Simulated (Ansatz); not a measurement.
## Converging the plane-wave cutoff: La (P3m1, 4 atoms in the cell)

```
CELL_PARAMETERS angstrom
      1.87557    -3.24859     0.00000
      1.87557     3.24859     0.00000
      0.00000     0.00000    12.09920
ATOMIC_POSITIONS crystal
  La 0.00000 0.00000 0.50413
  La 0.00000 0.00000 0.00000
  La 0.33333 0.66667 0.25000
  La 0.66667 0.33333 0.75000
```

Method: PBEsol, default PAW files made with PBE (plane waves; Ansatz, a program for electronic structure).

Base settings: basis.ecutwfc = 30.9 Ry; kpoints.mp_grid.grid = 8 8 2; hamiltonian.xc = pbesol; hamiltonian.pseudopotentials = {kind: paw} (the program's default PAW files); scf.occupations.method = fermi_dirac; scf.occupations.width = 0.0073 Ry.

The second cell is the first with its lattice scaled by 0.98.

The mesh stays at the base's, so the ladder's end is converged at best in this setting alone.

The first pressure column holds Ansatz's estimate of the finite-basis (Pulay) stress, which hides part of the cutoff error; the other is without it.

Only quantities that move along the ladder and can be compared are tabulated.

The count of work is k-points × plane waves × bands × iterations; it is no time. 

The starting cell has typed, rounded lattice constants, without a prior relaxation at this level. Its lattice was rescaled by up to half a per cent. One atom was moved a little off its site on purpose.

```tsv
basis.ecutwfc	free energy less the last step's (meV/atom)	energy of the compressed cell less the first (meV/atom)	pressure (GPa)	pressure without the Pulay estimate (GPa)	largest difference of a force vector from the last step's (eV/Å)	count of work / last
10.7 Ry	2704.23	17.80	0.11	-17.63	0.025	0.057
12.5 Ry	1780.70	-1.98	-0.40	-16.90	0.039	0.067
14 Ry	1179.90	-7.46	-1.21	-15.24	0.021	0.083
15.4 Ry	755.73	-5.21	-1.28	-12.83	0.009	0.096
16.9 Ry	437.02	-12.86	-1.51	-9.94	0.006	0.11
18.4 Ry	234.12	-14.47	-1.80	-7.25	0.010	0.12
21.7 Ry	45.74	-16.90	-1.95	-3.51	0.001	0.15
24.6 Ry	7.72	-16.59	-1.91	-2.29	0.000	0.19
27.9 Ry	0.76	-16.73	-1.92	-1.95	0.000	0.23
30.9 Ry	0.35	-16.73	-1.92	-1.92	0.000	0.27
33.8 Ry	0.27	-16.74	-1.92	-1.92	0.000	0.31
37.1 Ry	0.16	-16.74	-1.92	-1.92	0.000	0.35
41.5 Ry	0.10	-16.75	-1.92	-1.92	0.000	0.42
46.3 Ry	0.08	-16.75	-1.92	-1.92	0.000	0.56
54 Ry	0.05	-16.75	-1.92	-1.92	0.000	0.62
61.7 Ry	0.04	-16.75	-1.92	-1.92	0.000	0.75
74.2 Ry	0.00	-16.75	-1.92	-1.92	0.000	1.0
```

Coarsest basis.ecutwfc that holds the energy of the compressed cell less the first within 2 meV/atom of the last step, with all finer ones: 21.7 Ry, at 0.15 of the last step's count of work; the step before is off by 2.3 meV/atom.

Coarsest basis.ecutwfc that holds the forces within 0.005 eV/Å of the last step, with all finer ones: 21.7 Ry, at 0.15 of the last step's count of work; the step before is off by 0.010 eV/Å.

Coarsest basis.ecutwfc that holds the pressure within 1 GPa of the last step, with all finer ones: 14 Ry, at 0.083 of the last step's count of work; the step before is off by 1.5 GPa.

The energy difference between the two cells stays within 1 meV/atom of the last step's from 21.7 Ry on, the total only from 27.9 Ry on: much of the error is common to both cells and cancels.

At the lowest cutoff the pressure without the Pulay estimate lies 15.7 GPa under the last step's, the usual sign of Pulay stress in an incomplete plane-wave basis.

Keys are those of Ansatz 0.2.
